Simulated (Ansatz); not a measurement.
A self-consistent single point of AlPd₂ (Pnma, 12 atoms in the cell) with Ansatz (a quantum-chemistry and plane-wave program).

Level of theory: PBEsol, default PAW files made with PBE (plane waves; Ansatz).

```xyz
12
Lattice="5.4198 0.0000 0.0000 0.0000 4.0717 0.0000 0.0000 0.0000 7.8129" Properties=species:S:1:pos:R:3 pbc="T T T"
Al     4.3651     3.0538     6.9915
Al     1.0547     1.0179     0.8214
Al     3.7646     1.0179     3.0851
Al     1.6552     3.0538     4.7278
Pd     2.4793     3.0538     2.2520
Pd     2.9405     1.0179     5.5609
Pd     0.2306     1.0179     6.1584
Pd     5.1891     3.0538     1.6545
Pd     1.8113     3.0538     7.2962
Pd     3.6084     1.0179     0.5167
Pd     0.8985     1.0179     3.3898
Pd     4.5212     3.0538     4.4231
```

Reference input (self-consistent single point, DFT, PBEsol, plane waves, default PAW files made with PBE): basis.ecutwfc = 30.9 Ry; kpoints.mp_grid.grid = 4 6 3; hamiltonian.xc = pbesol; hamiltonian.pseudopotentials = {kind: paw} (the program's default PAW files); scf.occupations.method = gaussian; scf.occupations.width = 0.0147 Ry. This run's input differs from it in these lines:

Ansatz 0.2 input:
```diff
@@ -27,3 +27,3 @@
 scf:
-  occupations: { method: gaussian, width: 0.0147 Ry }
+  occupations: { method: gaussian, width: 0.0588 Ry }
 output:
```

Output (repeated stretches shortened):

```
SCF iter   1: F=—  HF=-57362.202386 eV  |F-HF|=—  |Δ(HF+E_count)|=         —  Δρ=1.14e-2  dr2=2.32e-1  ethr=1.77e-3  ⟨swp⟩=5.5  Hψ=8665  notcnv=0
all-band conjugate gradients solve this SCF's bands
preconditioner: auto → Kerker (q_TF=auto, 2.683 Å⁻¹)
SCF iter   2: F=—  HF=-57362.159486 eV  |F-HF|=—  |Δ(HF+E_count)|=   4.29e-2  Δρ=4.60e-3  dr2=4.08e-2  ethr=1.49e-4  ⟨swp⟩=1.0  Hψ=2736  notcnv=0
SCF iter   3: F=—  HF=-57362.150965 eV  |F-HF|=—  |Δ(HF+E_count)|=   8.52e-3  Δρ=8.96e-4  dr2=1.30e-3  ethr=2.62e-5  ⟨swp⟩=2.0  Hψ=2779  notcnv=0
SCF iter   4: F=—  HF=-57362.150738 eV  |F-HF|=—  |Δ(HF+E_count)|=   2.27e-4  Δρ=1.59e-4  dr2=5.66e-5  ethr=8.34e-7  ⟨swp⟩=2.4  Hψ=3476  notcnv=0
SCF iter   5: F=—  HF=-57362.150641 eV  |F-HF|=—  |Δ(HF+E_count)|=   9.68e-5  Δρ=3.74e-5  dr2=2.97e-6  ethr=3.63e-8  ⟨swp⟩=2.3  Hψ=3194  notcnv=0
SCF iter   6: F=—  HF=-57362.150640 eV  |F-HF|=—  |Δ(HF+E_count)|=   9.50e-7  Δρ=1.47e-5  dr2=3.73e-7  ethr=1.91e-9  ⟨swp⟩=2.0  Hψ=3302  notcnv=0
SCF iter   7: F=-57362.150640 eV  HF=-57362.150640 eV  |F-HF|=1.03e-8  |Δ(HF+E_count)|=   1.12e-7  Δρ=3.35e-6  dr2=1.61e-8  ethr=6.41e-11  ⟨swp⟩=9.2  Hψ=9748  notcnv=0
SCF 1 converged in 7 iterations: F = -57362.150640 eV  dr2 = 1.61e-8
Free energy (F): -57362.150640 eV
Internal energy: -57360.785431 eV  (E = F + TS)
E sigma→0 (E₀):  -57361.468035 eV
Entropy (-TS):   -1.365209 eV (-113.767 meV/atom)
Fermi energy:    16.843566 eV
--- Forces (eV/Å), atoms counted from 1 ---
  atom   1  Al    -0.02331177    -0.00000000    -0.03021722
  atom   2  Al     0.02331177     0.00000000     0.03021722
  atom   3  Al     0.02331177     0.00000000    -0.03021722
  atom   4  Al    -0.02331177    -0.00000000     0.03021722
  atom   5  Pd    -0.01771329     0.00000000    -0.10103208
  atom   6  Pd     0.01771329    -0.00000000     0.10103208
  atom   7  Pd     0.01771329     0.00000000    -0.10103208
  atom   8  Pd    -0.01771329     0.00000000     0.10103208
   [... lines left out ...]
  atom  12  Pd     0.01324966    -0.00000000    -0.00418761
--- Stress (GPa, compression-positive) ---
       -2.115290       0.000000      -0.000000
        0.000000      -1.781160      -0.000000
       -0.000000      -0.000000      -2.768519
  P = ⅓ Tr σ = -2.2217 GPa (-22.217 kbar)
  The stress holds the Pulay correction. Without it, at fixed plane waves, as pw.x and ABINIT print it: P = -2.2724 GPa
```

The run converged in 7 iterations. Against the reference run the free energy goes down by 54.0 meV/atom, the pressure goes from -2.72 to -2.22 GPa and the largest force goes from 0.089 to 0.103 eV/Å.

The starting cell comes from a database of computed structures (which also holds hypothetical and non-ambient phases and stackings), without a prior relaxation at this level. Spin polarisation is off. Ansatz's pressure includes its estimate of the finite-basis (Pulay) stress.
